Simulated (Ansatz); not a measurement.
Consider the following.

```yaml
crystal:
  lattice:
    - [4.44784, 0.00000, 0.00000]
    - [0.00000, 4.44784, 0.00000]
    - [0.00000, 0.00000, 4.42569]
  atoms:
    - { symbol: Na, position: [0.00000, 0.00000, 0.00000] }
    - { symbol: Ca, position: [0.50000, 0.50000, 0.50000] }
    - { symbol: F, position: [0.00000, 0.50000, 0.50000] }
    - { symbol: F, position: [0.50000, 0.50000, 0.00000] }
    - { symbol: F, position: [0.50000, 0.00000, 0.50000] }
```

No spin polarisation.

Computed with PBE in Ansatz (plane waves to 420 eV, PAW, without spin-orbit coupling). Settings: 8×8×8 k-points, 0.05 eV Fermi–Dirac smearing.

Problem. What is the computed pressure (mean of the normal stresses, compression positive)?

Solution. -0.30 GPa.

Problem. Estimate the space group.

Solution. P4/mmm (No. 123).

The cells carry an imposed strain or load. Stability against distortions was not tested. The cell was made from NaCaF3 in the cubic perovskite structure (space group Pm-3m, No. 221; a hypothetical phase, not in the database extracts checked) by this change: biaxial strain +0.38 %, plane normal [001], relaxed out of plane. Many cubic perovskites are stable only at high temperature; tilts and polar distortions were not tested.

Ansatz is an electronic-structure program.
